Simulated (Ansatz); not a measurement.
Model glasses of amorphous Si3N4, 72 to 78 atoms (Si30N40 before any change). Each row is one cell at a composition chosen by hand, melted whole on the CHGNet potential with the anions pushed apart under 1.9 Å, quenched within some picoseconds, far faster than a real film, and relaxed with PBE, scalar-relativistic without spin-orbit coupling (plane waves to 420 eV, PAW; Ansatz, a quantum-chemistry and plane-wave program). Each is the lower in DFT energy of 2 quenches. Cycles of charging and discharging were tried on some cells ahead of these points, and a cell that came back lower was taken. The column on the box says what of it was relaxed with the atoms; held means as the quench left it. Cells that kept moments or hold spare charge are left out, and those that charging annealed.

From the neutral cell one electron is taken away, or one added, and the atoms relax (PBE, the zone centre alone, moment held at 1 μB, uniform background; no image-charge correction, which leaves W too low where the charge is localised). W = E(+1) + E(−1) − 2 E(0) is the cost of moving an electron from one such cell to another; the spacing parts the highest filled and lowest empty level of the neutral cell, which ran without spin polarisation.

Formal charges balance in every cell (each cation at its usual highest valence, Cu and Ag at +1, Sb at +3, H at +1, O at −2, N at −3, F and Cl at −1). R− and R+ are the energies that the atoms' relaxation gave back after the electron was added or removed.

```tsv
cell	change	box	spacing (eV)	R− (eV)	R+ (eV)	spacing − R− − R+ (eV)	W (eV)
Si30N41Sc	+1 N, +1 Sc	volume and shape	0.84	0.98	0.47	-0.61	-0.09
Si30N45P3	+5 N, +3 P	shape	0.66	0.45	0.16	0.05	0.35
Si30N44Zr3	+4 N, +3 Zr	shape	1.61	0.99	0.23	0.39	0.63
Si30N41In	+1 In, +1 N	shape	1.37	0.36	0.18	0.83	1.14
Si30N41Ga	+1 Ga, +1 N	shape	1.83	0.56	0.20	1.07	1.38
Si30N41B	+1 B, +1 N	shape	2.28	0.82	0.17	1.29	1.42
Si30N45Ta3	+5 N, +3 Ta	shape	1.88	0.26	0.16	1.46	1.75
Si30N41Lu	+1 Lu, +1 N	shape	2.67	0.52	0.12	2.03	withheld
Si30N42Ca3	+3 Ca, +2 N	volume and shape	2.75	0.22	0.11	2.42	2.50
```

### Question
Fit a straight line of the last column on the one before it through the 8 full rows, and predict the withheld value for Si30N41Lu.

### Answer
Means: x = 0.862, y = 1.135. Slope = Σ(Δx Δy) / Σ(Δx²) = 5.3462 / 6.0614 = 0.882; intercept = 1.135 − (0.882) × 0.862 = 0.375 eV; r.m.s. residual 0.070 eV. Prediction: 0.375 + (0.882) × 2.03 = 2.17 eV. The run gave 2.21 eV, a miss of 0.04 eV, within the residual.

### Question
What would a slope of 1 with no intercept mean?

### Answer
That adding and removing an electron at fixed atoms costs just the level spacing, as it does for levels spread over a large cell, so that W follows by bookkeeping. The fit has 0.882 and 0.375 eV; a departure holds the carrier's repulsion on its site, which raises W, and the uncorrected background, which lowers it.

In Si30N41Sc, Si30N45P3, Si30N44Zr3, Si30N41Ga the spacing lies under 0.8 of the table's widest and a localised level on an atom of the host, not next to a guest, bounds it: there a defect of the quenched network is a likely cause.

A negative W would have two neutral cells trade an electron; the missing image-charge correction can set that sign.
